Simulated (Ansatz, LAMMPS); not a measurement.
## Si well of 12 atomic layers along [001] in random Si0.5Ge0.5, Ge share that oscillates in the well

Cell 16.85 × 16.85 × 49.89 Å, Si416Ge232, 648 atoms. Prepared with Tersoff's 1989 multicomponent potential (SiCGe.tersoff) (LAMMPS): minimisation. 

Computed with PBE, support functions at accuracy medium on the grid of 370 eV (norm-conserving potentials; Ansatz, a quantum-chemistry and plane-wave program).

Basis: localised support functions (accuracy medium) on a full density matrix. k-points: zone centre alone; occupations: Fermi-Dirac, 0.010 eV; spin polarisation not allowed. Spin-orbit coupling is left out.

The Kohn-Sham gap of the cell on its k-mesh is 0.26 eV and the weight of the highest filled level on the well comes out as 0.23. The weight of the lowest empty level on the well comes out as 0.93, the coordination (neighbours within 2.871 Å) is 100.0 % 4-fold and the Ge-Ge bonds, mean ± spread is 2.477 ± 0.008 Å. The Ge-Si bonds, mean ± spread is 2.433 ± 0.009 Å and the Si-Si bonds, mean ± spread comes out as 2.392 ± 0.008 Å. The bond angles, mean ± spread is 109.5° ± 1.4° and the pressure is -1.12 GPa. The cost of the final run comes out as roughly 28 core-minutes, 12 SCF iterations, 13 GiB.
